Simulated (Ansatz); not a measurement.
# Mo, response to strain

The reference is Mo in the bcc (W type) structure (space group Im-3m, No. 229; a = 3.1510 Å; relaxed with 0.1 eV smearing). Axes: x, y, z lie along the cube axes.

Strains are applied to the cell and any free atomic positions relax.

Calculations: r2SCAN in Ansatz (plane waves to 500 eV, PAW, no spin-orbit coupling).

Candidates:
(a) isotropic strain −2.32 %
(b) strain tensor (xx, yy, zz, yz, xz, xy) = (+0.34, −0.62, +0.03, −1.55, −0.30, +0.49) %
(c) uniaxial strain ε_xx = −4.09 %
(d) tensor shear ε_xy = −2.69 %
(e) strain tensor (xx, yy, zz, yz, xz, xy) = (+1.61, +1.82, +0.17, −0.36, +1.43, +1.40) %

Notes on the quantities. energy relative to the base: free energy F.

Task: Order them by energy relative to the base, lowest first.

Result: (b) strain tensor (xx, yy, zz, yz, xz, xy) = (+0.34, −0.62, +0.03, −1.55, −0.30, +0.49) % (+6.4 meV/atom), (d) tensor shear ε_xy = −2.69 % (+15 meV/atom), (e) strain tensor (xx, yy, zz, yz, xz, xy) = (+1.61, +1.82, +0.17, −0.36, +1.43, +1.40) % (+26 meV/atom), (c) uniaxial strain ε_xx = −4.09 % (+44 meV/atom), (a) isotropic strain −2.32 % (+69 meV/atom)

Whether these cells are dynamically stable was not tested. The final runs are not spin-polarised.

Ansatz is an electronic-structure program.
